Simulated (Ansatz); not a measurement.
Input for (Zn,Cd)S alloy cell CdZn3S4 (wurtzite start):

Ansatz 0.2 input:
```yaml
crystal:
  lattice:
    - [7.88000282, -0.00000002, 0.000000012]
    - [-0.000000018, 6.825887545, 0.000000009]
    - [0.00000001, 0.000000008, 6.449880203]
  atoms:
    - { symbol: Cd, position: [-0.000000011, 0.328297724, -0.000922625] }
    - { symbol: Zn, position: [0.499999992, 0.335510293, 0.001973477] }
    - { symbol: Zn, position: [0.257973778, 0.83588374, 0.000864013] }
    - { symbol: Zn, position: [0.742026242, 0.835883715, 0.00086402] }
    - { symbol: Zn, position: [0.257973783, 0.164116274, 0.500864032] }
    - { symbol: Zn, position: [0.742026239, 0.164116265, 0.500864024] }
    - { symbol: Zn, position: [0.500000027, 0.664489711, 0.501973484] }
    - { symbol: Cd, position: [0.000000006, 0.671702282, 0.499077353] }
    - { symbol: S, position: [-0.000000008, 0.311993493, 0.393530512] }
    - { symbol: S, position: [0.499999987, 0.338011955, 0.372654556] }
    - { symbol: S, position: [0.266149435, 0.841453711, 0.367518041] }
    - { symbol: S, position: [0.733850531, 0.841453722, 0.367518022] }
    - { symbol: S, position: [0.266149469, 0.158546256, 0.867518001] }
    - { symbol: S, position: [0.733850544, 0.158546272, 0.867518006] }
    - { symbol: S, position: [0.500000005, 0.661988052, 0.872654561] }
    - { symbol: S, position: [-0.000000019, 0.688006531, 0.893530522] }
basis:
  ecutwfc: 420
  ecutrho_ratio: 4
  xc_grid: 2
kpoints:
  mp_grid: { grid: [3, 4, 4] }
hamiltonian:
  xc: pbe
  dispersion: none
  pseudopotentials: { kind: paw }
scf:
  n_extra_bands: 14
  occupations: { method: fermi_dirac, width: 0.01 }
output:
  forces: true
  stress: true
  eigenstates:
    kpoints:
      - [0.0, 0.0, 0.0]
      - [0.0, -0.5, 0.0]
      - [-0.333333, 0.0, 0.0]
      - [0.333333, -0.5, 0.0]
    e_range: [-4.0, 6.0]
    localisation: true
relax:
  f_tol: 0.03
  max_steps: 90
  cell: { stress_tol: 0.15 }
```

These are PBE (plane waves to 420 eV, PAW; Ansatz, a program for electronic structure) values and carry that method's errors. Scalar-relativistic, without spin–orbit coupling. Its k-point mesh 3×4×4, Fermi–Dirac width 0.01 eV.

Q: Write the closing report of this run, without the band table and long remarks, to eight decimals at most.

A: 
```
SCF converged after 6 iterations
Free energy (F): -43651.899360 eV
Harris-Foulkes:  -43651.899360 eV  (|F-HF|=3.42e-10)
Internal energy: -43651.899360 eV  (E = F + TS)
E sigma→0 (E₀):  -43651.899360 eV
Fermi energy:    6.697237 eV
--- Per-component energies (eV) ---
  E_band       = -1025.518561
  E_kinetic    = 2648.504932
  E_local      = -20616.558849  (includes V_loc(G=0)·N_el)
  E_nonlocal   = 3983.017526
  E_hartree    = 8960.443410
  E_xc         = -1951.186699
  E_vxc        = -1451.530701  (∫ρ·V_xc dr)
  E_paw        = -23941.595364  (= ΣΔE_a)
  E_vpaw       = -3509.835711  (= ΣTr[D̂ρ^β])
  E_aug_tail   = -0.002113  (compensation charges beyond the density's cutoff)
  E_ewald      = -12734.522204
  E_smearing   = 0.000000  (= −TS)
  E_closure    = 0.000000  (closes the sum)
  Σ components = -43651.899360   (vs F -43651.899360, Δ=0.00e0)
--- Forces (eV/Å), atoms counted from 1 ---
  atom   1  Cd    0.00000000     0.00339295     0.00140146
  atom   2  Zn     0.00000000    -0.01009773    -0.00273603
  atom   3  Zn     0.00540858     0.00123610    -0.00775799
  atom   4  Zn    -0.00540858     0.00123610    -0.00775799
  atom   5  Zn     0.00540858    -0.00123610    -0.00775799
  atom   6  Zn    -0.00540858    -0.00123610    -0.00775799
  atom   7  Zn    0.00000000     0.01009773    -0.00273603
  atom   8  Cd     0.00000000    -0.00339295     0.00140146
  atom   9  S     0.00000000     0.00156080    -0.00027196
  atom  10  S      0.00000000    -0.00517770     0.00489989
  atom  11  S     -0.00600771    -0.00084491     0.00611166
  atom  12  S      0.00600771    -0.00084491     0.00611166
  atom  13  S     -0.00600771     0.00084491     0.00611166
  atom  14  S      0.00600771     0.00084491     0.00611166
  atom  15  S     0.00000000     0.00517770     0.00489989
  atom  16  S      0.00000000    -0.00156080    -0.00027196
  max |Σ_I F_I| component: 1.42e-6 eV/Å
--- Stress (GPa, compression-positive) ---
        0.017530       0.000000       0.000000
        0.000000       0.011336      0.000000
        0.000000      0.000000       0.037504
  P = ⅓ Tr σ = 0.0221 GPa (0.221 kbar)
--- Relaxed structure (3 steps of the walk, 3 accepted, 1 SCFs on fresh bases) ---
  F+E_penalty+E_count = -43651.89936019 eV   max|allowed force component| = 1.010e-2 eV/Å   (the final SCF, on the basis selected at the relaxed cell)
  cell:  # Å, volume = 343.9943 Å³
    - [7.87902442, 0.0, 0.0]
    - [0.0, 6.80192644, 0.0]
    - [0.0, 0.0, 6.41869745]
  atoms:
    - { symbol: Cd, position: [0.0, 0.32779802, 0.00040945] }
    - { symbol: Zn, position: [0.50000000, 0.33503979, 0.00022445] }
    - { symbol: Zn, position: [0.26018984, 0.83605841, -0.00019126] }
    - { symbol: Zn, position: [0.73981016, 0.83605841, -0.00019126] }
    - { symbol: Zn, position: [0.26018984, 0.16394159, 0.49980874] }
    - { symbol: Zn, position: [0.73981016, 0.16394159, 0.49980874] }
    - { symbol: Zn, position: [0.50000000, 0.66496021, 0.50022445] }
    - { symbol: Cd, position: [0.0, 0.67220198, 0.50040945] }
    - { symbol: S, position: [0.0, 0.30975003, 0.39770460] }
    - { symbol: S, position: [0.50000000, 0.33872697, 0.37074794] }
    - { symbol: S, position: [0.26660525, 0.84085160, 0.36764804] }
    - { symbol: S, position: [0.73339475, 0.84085160, 0.36764804] }
    - { symbol: S, position: [0.26660525, 0.15914840, 0.86764804] }
    - { symbol: S, position: [0.73339475, 0.15914840, 0.86764804] }
    - { symbol: S, position: [0.5, 0.66127303, 0.87074794] }
    - { symbol: S, position: [0.0, 0.69024997, 0.89770460] }
```

Cost: very roughly 3 core-minutes.
